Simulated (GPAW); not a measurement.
Band structure of GaSb (F-43m, 2 atoms in the cell).

```xyz
2
Lattice="0.0000 3.0557 3.0557 3.0557 0.0000 3.0557 3.0557 3.0557 0.0000" Properties=species:S:1:pos:R:3 pbc="T T T"
Ga     0.0000     0.0000     0.0000
Sb     4.5836     4.5836     4.5836
```

Method: PBE, GPAW PAW datasets PBE (gpaw-data 1.0.1) (plane waves; GPAW).

Settings: mode = pw; ecut = 550 eV; xc = PBE; kpts = 9 9 9; mesh shift (steps) = 0 0 0; occupations.name = methfessel-paxton; occupations.width = 0.1 eV; occupations.order = 0; nbands = -8; convergence.density = 1e-05 e/electron; convergence.energy = 1e-05 eV/electron; symmetry.symmorphic = false; symmetry.tolerance = 0.0005; maxiter = 150.

The starting cell comes from a database of computed structures (which also holds hypothetical and non-ambient phases and stackings), without a prior relaxation at this level. Its lattice was rescaled by a random factor within 2.5 % of one. Spin-orbit coupling is off. The run gives no clean gap (levels at the Fermi energy touch, overlap or are partly filled at this smearing), which alone does not show that the compound is a metal.

Levels in eV from the Fermi level, bands 6 to 13:
```json
[
 {"point": "Γ", "6": "-11.55", "7": "-0.09", "8": "-0.09", "9": "-0.09", "10": "0.03", "11": "2.73", "12": "2.73", "13": "2.73"},
 {"point": "X", "6": "-9.16", "7": "-6.86", "8": "-2.65", "9": "-2.65", "10": "0.85", "11": "1.18", "12": "8.69", "13": "8.69"},
 {"point": "W", "6": "-9.12", "7": "-6.72", "8": "-3.44", "9": "-3.20", "10": "3.65", "11": "4.27", "12": "4.38", "13": "4.72"},
 {"point": "K", "6": "-9.23", "7": "-6.68", "8": "-3.70", "9": "-2.27", "10": "1.35", "11": "3.83", "12": "6.59", "13": "6.79"},
 {"point": "L", "6": "-9.97", "7": "-6.43", "8": "-1.24", "9": "-1.24", "10": "0.37", "11": "3.70", "12": "3.70", "13": "6.43"},
 {"point": "U", "6": "-9.23", "7": "-6.68", "8": "-3.70", "9": "-2.27", "10": "1.35", "11": "3.83", "12": "6.59", "13": "6.79"}
]
```

No band crosses the Fermi level by more than 0.03 eV along this path.
